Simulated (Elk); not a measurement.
Input and output of a self-consistent single point for CaS (Fm-3m, 2 atoms in the cell) (Elk).

Level of theory: Elk with PBE, all-electron FP-LAPW, Elk's shipped species files, APW+lo basis with extra local orbitals.

The change in words: lattice scaled by 1.03. Reference geometry:
```
CELL_PARAMETERS angstrom
      0.00000     2.83498     2.83498
      2.83498     0.00000     2.83498
      2.83498     2.83498     0.00000
ATOMIC_POSITIONS crystal
  Ca 0.00000 0.00000 0.00000
  S  0.50000 0.50000 0.50000
```

Reference input (self-consistent single point, DFT, PBE, all-electron FP-LAPW, Elk's shipped species files, APW+lo basis with extra local orbitals): xctype = 20; rgkmax = 8; stype = 3; swidth = 0.000367493 Ha; ngridk = 10 10 10; gmaxvr = 14 1/bohr; nxlo = 2; lorbcnd = true; lmaxi = 2. This run's input differs from it in these lines:

```diff
@@ -28,5 +28,5 @@
 avec
-    0.0000000000    5.3573282099    5.3573282099
-    5.3573282099    0.0000000000    5.3573282099
-    5.3573282099    5.3573282099    0.0000000000
+    0.0000000000    5.5180475271    5.5180475271
+    5.5180475271    0.0000000000    5.5180475271
+    5.5180475271    5.5180475271    0.0000000000
```

Output, abridged:

```
│ Self-consistent loop started │
│ Loop number : 1 │
 total energy                :     -1084.51984137
│ Loop number : 2 │
 total energy                :     -1084.46386849
RMS change in Kohn-Sham potential (target) :   0.4139713828     (  0.1000000000E-05)
Absolute change in total energy (target)   :   0.5597287061E-01 (  0.1000000000E-03)
│ Loop number : 3 │
 total energy                :     -1083.65263003
RMS change in Kohn-Sham potential (target) :   0.3439699662     (  0.1000000000E-05)
Absolute change in total energy (target)   :   0.8252316856     (  0.1000000000E-03)
│ Loop number : 4 │
   [... lines left out ...]
Absolute change in total energy (target)   :   0.7586401202E-03 (  0.1000000000E-03)
│ Loop number : 13 │
 total energy                :     -1079.84226289
RMS change in Kohn-Sham potential (target) :   0.2740786789E-06 (  0.1000000000E-05)
Absolute change in total energy (target)   :   0.2414597934E-03 (  0.1000000000E-03)
│ Loop number : 14 │
 total energy                :     -1079.84225723
RMS change in Kohn-Sham potential (target) :   0.1287220028E-06 (  0.1000000000E-05)
Absolute change in total energy (target)   :   0.6602500571E-04 (  0.1000000000E-03)
Convergence targets achieved

│ Loop number : 15 │

Energies :
 Fermi                       :     0.127315997454
 total energy                :     -1079.84225638

Density of states at Fermi energy :   0.2720988985E-06
 (states/Hartree/unit cell)

Estimated indirect band gap :   0.9093501722E-01
 from k-point      1 to k-point     31
Estimated direct band gap   :   0.1186511658
 at k-point     31

Charges :
 core                        :    20.00000000
 valence                     :    16.00000000
 interstitial                :    3.327480153
 muffin-tins (core leakage)
  species :    1 (Ca)
   atom    1                 :    18.13482063     (  0.1943634942E-07)
  species :    2 (S)
   atom    1                 :    14.53769921     (  0.6956382340E-04)
 total in muffin-tins        :    32.67251985
 total calculated charge     :    36.00259818
 total charge                :    36.00000000
 error                       :   0.2598177373E-02

│ Self-consistent loop stopped │
```

The run converged in 15 iterations. The count includes the last loop, which Elk runs after its targets are met. Against the reference run the free energy rises by 11.6 meV/atom and the gap on the mesh goes from 2.281 to 2.474 eV.

The starting cell comes from a database of computed structures (which also holds hypothetical and non-ambient phases and stackings), without a prior relaxation at this level. Its lattice was rescaled by a random factor within 2.5 % of one. For this run, on top of that: lattice scaled by 1.03. Values depend on the basis (sphere radii, cutoffs, local orbitals), which need not be converged.
